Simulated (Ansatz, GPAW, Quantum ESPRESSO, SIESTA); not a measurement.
## One structure in several programs: Ti3In (I4/mmm, 4 atoms in the cell)

Self-consistent single point.

```
Ti3In
1.0
   -2.01361     2.01361     4.30186
    2.01361    -2.01361     4.30186
    2.01361     2.01361    -4.30186
Ti In
3 1
Direct
  0.75000   0.25000   0.50000
  0.25000   0.75000   0.50000
  0.50000   0.50000   0.00000
  0.00000   0.00000   0.00000
```

All programs got the same cell, k-point mesh and kind of occupations (in Ansatz's words: kpoints.mp_grid.grid = 8 8 8; scf.occupations.method = fermi_dirac; scf.occupations.width = 0.0073 Ry); potentials, basis and cutoffs are each program's usual ones.

```tsv
code	model	pressure (GPa)	k-points	cutoff
SIESTA	LDA PW92, numerical atomic orbitals DZP, PseudoDojo LDA standard norm-conserving potentials (rewritten from UPF to PSML)	-4.47	296	grid 350 Ry
Quantum ESPRESSO	LDA (PW92), PseudoDojo standard norm-conserving (LDA) pseudopotentials	-3.97	59	85 Ry
Ansatz	LDA (PW92), PAW files made with PBE	-4.03	59	30.9 Ry
GPAW	LDA (Perdew-Wang 92), GPAW PAW datasets LDA (gpaw-data 1.0.1)	-3.98	59	850 eV
```

The spread over the programs that give each value: pressure within 0.50 GPa.

The starting cell comes from a database of computed structures (which also holds hypothetical and non-ambient phases and stackings), without a prior relaxation at this level. Its lattice was rescaled by a random factor within 2.5 % of one. On Ansatz's run: Spin polarisation is off. In the base run, with a pressure of about -4 GPa the cell is away from its equilibrium volume at this level.

### Question
Why do the programs differ, and what cannot be compared?

### Answer
Differences of this kind can come from the potentials, where these differ, and from what each basis and cutoff leave unconverged. The zero of total energies and Fermi levels follows the potentials and each program's conventions, so they are not compared here. SIESTA uses small atom-centred bases, whose incompleteness enters pressures, forces and empty levels differently from a plane-wave cutoff. Ansatz's pressure is given at a fixed set of plane waves, as the other plane-wave codes print theirs. Ansatz's smearing width was typed in Ry to four decimals, so it matches the others to a few per cent. The programs reduce the same mesh by symmetry to different extents, which changes the work and not the result.

Left out of this page: ABINIT (with a known weakness of the program); Elk and FLEUR (not drawn, or without a comparable value).

Ansatz is a quantum-chemistry and plane-wave program.

Keys are those of Ansatz 0.2.
